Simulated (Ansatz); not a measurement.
```yaml
crystal:
  lattice:
    - [3.59411, 0.00000, 0.00000]
    - [-1.79705, 3.11259, 0.00000]
    - [0.00000, 0.00000, 23.50674]
  atoms:
    - { symbol: Sn, position: [0.00000, 0.00000, 0.99996] }
    - { symbol: C, position: [0.00000, 0.00000, 0.09390] }
    - { symbol: Sn, position: [0.66667, 0.33333, 0.12496] }
    - { symbol: C, position: [0.66667, 0.33333, 0.21873] }
    - { symbol: Sn, position: [0.33333, 0.66667, 0.24989] }
    - { symbol: C, position: [0.33333, 0.66667, 0.34365] }
    - { symbol: Sn, position: [0.00000, 0.00000, 0.37492] }
    - { symbol: C, position: [0.00000, 0.00000, 0.46882] }
    - { symbol: Sn, position: [0.33333, 0.66667, 0.49999] }
    - { symbol: C, position: [0.33333, 0.66667, 0.59384] }
    - { symbol: Sn, position: [0.00000, 0.00000, 0.62502] }
    - { symbol: C, position: [0.00000, 0.00000, 0.71893] }
    - { symbol: Sn, position: [0.33333, 0.66667, 0.75000] }
    - { symbol: C, position: [0.33333, 0.66667, 0.84378] }
    - { symbol: Sn, position: [0.66667, 0.33333, 0.87494] }
    - { symbol: C, position: [0.66667, 0.33333, 0.96868] }
```

These are PBE (plane waves to 420 eV, PAW; Ansatz, a quantum-chemistry and plane-wave program) values and carry that method's errors. Spin–orbit coupling is left out. Its k-point mesh 9×9×2, Fermi–Dirac width 0.01 eV.

Question: Which polytype is this, and how does it compare with the cubic form?

Answer: SnC 8H (hcchhhcc), stacking ACBABABC, hexagonality 50 %, space group P3m1 (a stacking that need not occur in nature); -1.2 meV/atom against 3C, layer spacing over a = 0.8175 (ideal 0.8165).
